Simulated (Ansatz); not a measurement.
We consider fluorite PtAl₂, described by RPBE in Ansatz (PAW).

Settings: plane-wave cutoff 520 eV, 16×16×16 k mesh, Fermi–Dirac smearing 0.05 eV, scalar-relativistic PAW data made under PBE.

Computed at the level's own relaxed cell.

**Question.** What does this level give for the equilibrium volume per atom, bulk modulus, equilibrium lattice constant a and pressure derivative B′ of the bulk modulus?

**Answer.** 
equilibrium volume per atom: 17.82 Å³/atom
bulk modulus: 124 GPa
equilibrium lattice constant a: 5.980 Å
pressure derivative B′ of the bulk modulus: 4.5

The run finds no gap.

Measured, for comparison: lattice constant a 5.91 Å (temperature not stated, copied from a table, unchecked, not corrected to a static lattice; as tabulated in Crystal Structures 1, 239 (1963)). Computed (rounded) less measured: lattice constant a not scored (unchecked).

Spin–orbit coupling is not included.

Computed values are for the static lattice.

The result took very roughly 50 core-seconds.

Ansatz is an electronic-structure program.
